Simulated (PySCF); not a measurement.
PySCF 2.14.0, CAM-B3LYP/def2-svp: Ta(S)(OH)2(NMe2) (C[N](C)[Ta]([OH])([OH])=[S]), 15 atoms. The geometry is a generated start, not checked to be a minimum at this level.

```json
{
  "task": "energy",
  "method": "cam-b3lyp",
  "basis": "def2-svp",
  "mol.max_memory": "7000 MB",
  "mf.init_guess": "minao (default)",
  "mf.DIIS": "CDIIS (default)",
  "mf.diis_space": "8 (default)",
  "mf.conv_tol": "1e-09 (default)",
  "mf.grids.level": "3 (default)",
  "effective_core_potentials": "those of the basis set, past Kr",
  "basis functions (reference run)": "160",
  "grid points (reference run)": "191656"
}
```

```xyz
15

Ta    -0.6468    -1.0731     0.9299
S     -1.5218     0.2204     2.5623
O      0.7777    -1.8693     1.7352
H      1.4546    -2.2431     2.2992
O     -2.1555    -1.5169    -0.0141
H     -2.9697    -1.7625    -0.4496
N      0.2008     0.3455    -0.2282
C     -0.2637     1.7041    -0.4303
C      1.3432     0.0600    -1.0718
H      0.5560     2.4186    -0.2843
H     -0.6598     1.8372    -1.4453
H     -1.0526     1.9237     0.2896
H      1.0786     0.1639    -2.1326
H      2.1701     0.7505    -0.8618
H      1.6888    -0.9590    -0.8983
```
Charge 0, spin multiplicity 1.

The reference run uses exact four-centre integrals. Each setting ran once; only counts and results are compared.

Settings tried, all else as in the reference:
- COSX exchange (sgx_fit, pjs) with fitted J, mf.with_df.grids_level_i = 1, mf.with_df.grids_level_f = 2 (default)
- COSX exchange (sgx_fit, pjs) with fitted J, mf.with_df.grids_level_i = 1, mf.with_df.grids_level_f = 1
- density fitting, auxbasis = autoaux
- density fitting of J alone, exact K
- density fitting, auxbasis = def2-universal-jfit
- COSX exchange (sgx_fit, pjs) with fitted J, mf.with_df.grids_level_i = 1, mf.with_df.grids_level_f = 3
- density fitting
- COSX exchange (sgx_fit, pjs) with fitted J, mf.with_df.grids_level_i = 1, mf.with_df.grids_level_f = 4

Which of these stay within 0.10 meV/atom in energy of the reference run?

Within it: density fitting, auxbasis = autoaux. At the edge (between 0.75 and 1.33 times the tolerance): density fitting. Outside: COSX exchange (sgx_fit, pjs) with fitted J, mf.with_df.grids_level_i = 1, mf.with_df.grids_level_f = 2 (default); COSX exchange (sgx_fit, pjs) with fitted J, mf.with_df.grids_level_i = 1, mf.with_df.grids_level_f = 1; COSX exchange (sgx_fit, pjs) with fitted J, mf.with_df.grids_level_i = 1, mf.with_df.grids_level_f = 3; COSX exchange (sgx_fit, pjs) with fitted J, mf.with_df.grids_level_i = 1, mf.with_df.grids_level_f = 4; density fitting of J alone, exact K; density fitting, auxbasis = def2-universal-jfit.

```json
[
 {"setting": "density fitting, auxbasis = autoaux", "energy against the reference": "−0.0072 meV/atom"},
 {"setting": "density fitting", "energy against the reference": "−0.10 meV/atom"},
 {"setting": "COSX exchange (sgx_fit, pjs) with fitted J, mf.with_df.grids_level_i = 1, mf.with_df.grids_level_f = 2 (default)", "energy against the reference": "−0.18 meV/atom"},
 {"setting": "COSX exchange (sgx_fit, pjs) with fitted J, mf.with_df.grids_level_i = 1, mf.with_df.grids_level_f = 1", "energy against the reference": "−0.19 meV/atom"},
 {"setting": "COSX exchange (sgx_fit, pjs) with fitted J, mf.with_df.grids_level_i = 1, mf.with_df.grids_level_f = 3", "energy against the reference": "−0.19 meV/atom"},
 {"setting": "COSX exchange (sgx_fit, pjs) with fitted J, mf.with_df.grids_level_i = 1, mf.with_df.grids_level_f = 4", "energy against the reference": "−0.20 meV/atom"},
 {"setting": "density fitting of J alone, exact K", "energy against the reference": "−0.21 meV/atom"},
 {"setting": "density fitting, auxbasis = def2-universal-jfit", "energy against the reference": "+810 meV/atom"}
]
```

Total energies are compared; such shifts often cancel in part in energy differences. sgx_fit (COSX, pjs=True) fits J as well, so its difference is the sum of the grid's shift in exchange and the fit's in Coulomb. def2-universal-jfit is made for Coulomb alone and misses functions that exchange needs. No test of the SCF solution's stability was run. Also tried and not ranked: density fitting, auxbasis = def2-universal-jkfit (same energy as a listed run). The tolerance is a choice made for this comparison.
